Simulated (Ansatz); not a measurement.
Abridged Ansatz (a quantum-chemistry and plane-wave program) output:

```
Relaxation: its limit of steps is 50 (relax.max_steps)
Pseudopotential: Cd, paw, valence charge 20
Pseudopotential: S, paw, valence charge 6
Crystal: 2 atoms, lattice volume = 51.525 Å³
Basis set: ecut = 500 eV, 1315 PW (Γ), exchange–correlation on 128×128×128 points (64 copies of the dense FFT grid, shifted against one another)
Bands: 17, of which v1, the nominal top of the filled ones, is band 13 counted from 1 (12 counted from 0)
Symmetry: 8 space group operations
k-points: 102 of 1000 (time reversal used)
Functional: x = r2scan, c = r2scan; τ floored in thin density (d = 2e-4 eV/Å³)
SCF iter   1: F=—  HF=-9175.597036 eV  |F-HF|=—  |Δ(HF+E_count)|=         —  Δρ=5.91e-3  dr2=9.52e-3  dr2_τ=1.56e-2  ethr=1.77e-3  ⟨swp⟩=5.8  Hψ=8702  notcnv=0
SCF iter   2: F=—  HF=-9175.607092 eV  |F-HF|=—  |Δ(HF+E_count)|=   1.01e-2  Δρ=3.03e-3  dr2=2.02e-3  dr2_τ=4.33e-4  ethr=3.66e-5  ⟨swp⟩=2.6  Hψ=4042  notcnv=0
SCF 1 converged in 7 iterations: F = -9175.607903 eV  dr2 = 3.49e-11
relax step   1: F+E_penalty+E_count = -9175.60790320 eV  Δ(F+E_penalty+E_count) = +0.000e0 eV  max|allowed force component| = 8.327e-17 eV/Å  Δτ_max = 0.0000 Å  (7 SCF iters, accepted)
Crystal: 2 atoms, lattice volume = 51.525 Å³
SCF iter   1: F=—  HF=-9175.607903 eV  |F-HF|=—  |Δ(HF+E_count)|=         —  Δρ=4.23e-7  dr2=3.50e-11  dr2_τ=1.03e-11  ethr=1.00e-12  ⟨swp⟩=2.2  Hψ=9658  notcnv=0
SCF iter   2: F=-9175.607903 eV  HF=-9175.607903 eV  |F-HF|=3.64e-12  |Δ(HF+E_count)|=  4.73e-11  Δρ=2.18e-7  dr2=6.62e-12  dr2_τ=1.93e-12  ethr=1.00e-12  ⟨swp⟩=4.0  Hψ=4908  notcnv=0
SCF 2 converged in 2 iterations: F = -9175.607903 eV  dr2 = 6.62e-12
SCF converged after 2 iterations
Free energy (F): -9175.607903 eV
Internal energy: -9175.607903 eV  (E = F + TS)
E sigma→0 (E₀):  -9175.607903 eV
Fermi energy:    6.927903 eV
--- Forces (eV/Å), atoms counted from 1 ---
  atom   1  Cd     0.00000000     0.00000000     0.00000000
  atom   2  S     -0.00000000    -0.00000000     0.00000000
--- Stress (GPa, compression-positive) ---
       -0.773268       0.000000      -0.000000
        0.000000      -0.773268       0.000000
       -0.000000       0.000000      -1.072544
  P = ⅓ Tr σ = -0.8730 GPa (-8.730 kbar)
--- Relaxed structure (1 steps of the walk, 1 accepted, 0 SCFs on fresh bases) ---
  atoms:
    - { symbol: Cd, position: [0.0, 0.0, 0.0] }
    - { symbol: S, position: [0.25, 0.25, 0.25] }
```

Task: What was computed, and what are the main results?

Result: CdS, 2 atoms in the cell, with Ansatz, r2SCAN, PAW, cutoff 500 eV, no SOC. The last SCF converged to F = -9175.607903 eV, or -4587.8040 eV per atom, at a pressure of -0.87 GPa. The total energy compares only with runs of the same code, potentials and settings.

The cells carry an imposed strain or load. Stability against distortions was not tested. The cell was made from CdS in the zinc blende structure (space group F-43m, No. 216) by this change: uniaxial strain ε_zz = +1.50 %.

Keys are those of Ansatz 0.2.
